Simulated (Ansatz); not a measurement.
Take AlRu in the CsCl type structure (space group Pm-3m, No. 221; a = 2.955 Å; relaxed with 0.1 eV smearing) as the base.

The values are results of Ansatz (a program for electronic structure) LDA, no spin-orbit coupling, not measurements.

For the base:

```
Item        Value
--------  -------
Pressure  0.0 GPa
```

It is then changed as follows: every lattice vector is shortened by 1.00 %; the atoms relax in the strained cell.

**Question.** What happens to the energy relative to the base?

**Answer.** The energy goes up by 8.7 meV/atom.

**Question.** Estimate the effect on the pressure.

**Answer.** The pressure goes from zero to 7.4 GPa.

Whether these cells are dynamically stable was not tested. The final runs are not spin-polarised.
